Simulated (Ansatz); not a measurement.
Output of an Ansatz run (abridged):

```
WARN ansatz: RAYON_NUM_THREADS=1 ignored (pool sized by the plan → 1); use --threads N
Pseudopotentials: kind: paw
Pseudopotential: Cd, paw, valence charge 20
Pseudopotential: Se, paw, valence charge 16
Crystal: 2 atoms, lattice volume = 56.196 Å³
Basis set: ecut = 420 eV, 1067 PW (Γ)
Bands: 22, of which v1, the nominal top of the filled ones, is band 18 counted from 1 (17 counted from 0)
Symmetry: 6 space group operations
Space group: R3m (ITA 160), of the structure as read, at distance tolerance 3.8e-5 Å
k-points: 44 of 343 (time reversal used)
PAW frozen core: Cd, regenerated for the run's functional, and the local potential with it
PAW frozen core: Se, regenerated for the run's functional, and the local potential with it
Initial density: superposition of atomic densities (neutral atoms: chi_scale 0, normalization atom), corrected by the library's trained network
Initial wavefunctions: pseudopotential atomic-orbital guess
Eigensolver: davidson
Functional: x = slater, c = lda
SCF iter   1: F=—  HF=-13502.224012 eV  |F-HF|=—  |Δ(HF+E_count)|=         —  Δρ=7.16e-3  dr2=2.28e-2  ethr=1.77e-3  ⟨swp⟩=5.9  Hψ=4230  notcnv=0
all-band conjugate gradients solve this SCF's bands
preconditioner: auto → none
SCF iter   2: F=—  HF=-13502.217298 eV  |F-HF|=—  |Δ(HF+E_count)|=   6.71e-3  Δρ=2.47e-3  dr2=1.51e-3  ethr=6.33e-5  ⟨swp⟩=2.0  Hψ=1848  notcnv=0
SCF iter   3: F=—  HF=-13502.216993 eV  |F-HF|=—  |Δ(HF+E_count)|=   3.05e-4  Δρ=1.14e-3  dr2=3.18e-4  ethr=4.21e-6  ⟨swp⟩=2.0  Hψ=1496  notcnv=0
SCF iter   4: F=—  HF=-13502.216955 eV  |F-HF|=—  |Δ(HF+E_count)|=   3.84e-5  Δρ=2.58e-4  dr2=4.66e-5  ethr=8.85e-7  ⟨swp⟩=2.0  Hψ=1329  notcnv=0
SCF iter   5: F=—  HF=-13502.216941 eV  |F-HF|=—  |Δ(HF+E_count)|=   1.40e-5  Δρ=2.51e-5  dr2=2.77e-7  ethr=1.30e-7  ⟨swp⟩=2.0  Hψ=1331  notcnv=0
SCF iter   6: F=-13502.216941 eV  HF=-13502.216941 eV  |F-HF|=2.67e-9  |Δ(HF+E_count)|=   3.12e-8  Δρ=6.23e-6  dr2=1.55e-8  ethr=2.78e-10  ⟨swp⟩=5.0  Hψ=4084  notcnv=0
SCF 1 converged in 6 iterations: F = -13502.216941 eV  dr2 = 1.55e-8
SCF converged after 6 iterations
Free energy (F): -13502.216941 eV
Harris-Foulkes:  -13502.216941 eV  (|F-HF|=2.67e-9)
Internal energy: -13502.216941 eV  (E = F + TS)
E sigma→0 (E₀):  -13502.216941 eV
Fermi energy:    7.351480 eV
--- Per-component energies (eV) ---
  E_band       = -902.810544
  E_kinetic    = 624.290264
  E_local      = -6386.972422  (includes V_loc(G=0)·N_el)
  E_nonlocal   = -548.291764
  E_hartree    = 3027.901683
  E_xc         = -278.863591
  E_vxc        = -319.578252  (∫ρ·V_xc dr)
  E_paw        = -5774.496096  (= ΣΔE_a)
  E_vpaw       = -328.065472  (= ΣTr[D̂ρ^β])
  E_aug_tail   = -0.000604  (compensation charges beyond the density's cutoff)
  E_ewald      = -4168.768341
  E_core_change = 2.983931  (= ΣΔE_core)
  E_smearing   = -0.000000  (= −TS)
  E_closure    = 0.000000  (closes the sum)
  Σ components = -13502.216941   (vs F -13502.216941, Δ=0.00e0)
--- Forces (eV/Å), atoms counted from 1 ---
  atom   1  Cd    -0.14677557    -0.14677557    -0.14677557
  atom   2  Se     0.14677845     0.14677845     0.14677845
  max |Σ_I F_I| component: 2.88e-6 eV/Å
--- Stress (GPa, compression-positive) ---
       -1.864715       0.494554       0.494554
        0.494554      -1.864715       0.494554
        0.494554       0.494554      -1.864715
  P = ⅓ Tr σ = -1.8647 GPa (-18.647 kbar)
  The stress holds the Pulay correction. Without it, at fixed plane waves, as pw.x and ABINIT print it: P = -1.8887 GPa
--- Band table (eV; the first three rows and the last of 44) ---
  k-point 0: bands = ["-94.2520", "-55.4000", "-55.3984", "-55.3984", "-39.7234", "-39.7187", "-39.7187", "-39.7117", "-39.7117", "-5.5121", "-0.8000", "-0.7492", "-0.7492", "-0.3855", "-0.3855", "7.1306", "7.1887", "7.1887", "7.5073", "12.9645", [...]
  k-point 1: bands = ["-94.2520", "-55.4000", "-55.3985", "-55.3984", "-39.7234", "-39.7187", "-39.7187", "-39.7117", "-39.7117", "-5.4421", "-0.7752", "-0.7300", "-0.6893", "-0.3868", "-0.3855", "5.6780", "6.9711", "7.0374", "8.7180", "12.7037", [...]
  k-point 2: bands = ["-94.2520", "-55.4000", "-55.3986", "-55.3984", "-39.7234", "-39.7187", "-39.7187", "-39.7117", "-39.7117", "-5.2823", "-0.7261", "-0.6941", "-0.4779", "-0.3817", "-0.3766", "4.0597", "6.6324", "6.7319", "9.3143", "13.1586", [...]
  k-point 43: bands = ["-94.2520", "-55.4003", "-55.3985", "-55.3985", "-39.7235", "-39.7187", "-39.7187", "-39.7117", "-39.7117", "-5.0946", "-0.6312", "-0.6137", "-0.3888", "-0.3726", "-0.0716", "2.7318", "5.6280", "6.2369", "10.2407", "12.8574", [...]
```

The structure:

```xyz
2
Lattice="0.0000 3.0401 3.0401 3.0401 0.0000 3.0401 3.0401 3.0401 0.0000" Properties=species:S:1:pos:R:3 pbc="T T T"
Cd     0.0289     0.0289     0.0289
Se     1.5201     1.5201     1.5201
```

Task: What input produced this log?

Result: Other spellings and defaults could give the same log, and not every line can be read from it. The input that was run (DFT, LDA (PW92), plane waves, default PAW files made with PBE):

Ansatz 0.2 input:
```yaml
crystal:
  lattice:
    - [0.00000000, 3.04012500, 3.04012500]
    - [3.04012500, 0.00000000, 3.04012500]
    - [3.04012500, 3.04012500, 0.00000000]
  atoms:
    - { symbol: Cd, position_ang: [0.02886903, 0.02886903, 0.02886903] }
    - { symbol: Se, position_ang: [1.52006250, 1.52006250, 1.52006250] }
basis:
  ecutwfc: 420.0
kpoints:
  mp_grid:
    grid: [7, 7, 7]
hamiltonian:
  xc: lda
  pseudopotentials:
    kind: paw
scf:
  occupations:
    method: fermi_dirac
    width: 0.01
output:
  forces: true
  eigenvalues: true
  stress: true
```

The starting cell has typed, rounded lattice constants, without a prior relaxation at this level. Its lattice was rescaled by up to half a per cent. One atom was moved a little off its site on purpose. Ansatz's pressure includes its estimate of the finite-basis (Pulay) stress.

Ansatz is an electronic-structure program.
